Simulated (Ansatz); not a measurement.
Inside the gap of an insulator the Bloch states are evanescent, with a wavenumber k + iκ along the transport direction.

Consider the following.

```
CELL_PARAMETERS angstrom
      3.39914     0.00000     0.00000
      0.00000     4.80711     0.00000
      1.69957     2.40355     1.69957
ATOMIC_POSITIONS crystal
  Ca 0.00000 0.00000 0.00000
  O  0.00000 0.50000 0.00000
```

The cell is taken as given; by r2SCAN it stands under a pressure of -0.9 GPa.

Transport runs along the normal of the first two printed cell vectors, the (110) plane of the conventional cell.

The gap is the functional's own. No spin-orbit coupling. Mid-gap values are those at the computed energy nearest the middle.

Task: Give the band gap and the smallest decay constant κ at mid-gap that r2SCAN run with Ansatz (a quantum-chemistry and plane-wave program) yields.

Result: Gap 4.20 eV on a 18×18×18 mesh; κ = 0.364 1/Å, at the zone centre.
